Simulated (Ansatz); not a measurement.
# The (30-32) surface of hcp Y in its 1x1 cell, outermost plane spacing 0.99 Å in the ideal cut

Computed with r2SCAN, at the PBE geometry (plane waves to 500 eV, PAW; Ansatz, an electronic-structure program).

Model: 22-atom slab, 9.9 Å thick at the start (thin: gaps and levels are the slab's own), 10x2x1 mesh, Fermi-Dirac 0.1 eV, dipole correction, single point; on the structure that PBE left under its start's symmetry; no spin, no spin-orbit, no U.

```
Quantity                                                     Value
-----------------------------------  -----------------------------
surface energy (mean of both faces)                      1.06 J/m²
work function of the top face                              3.23 eV
cost                                 around 7 core-minutes (rough)
```
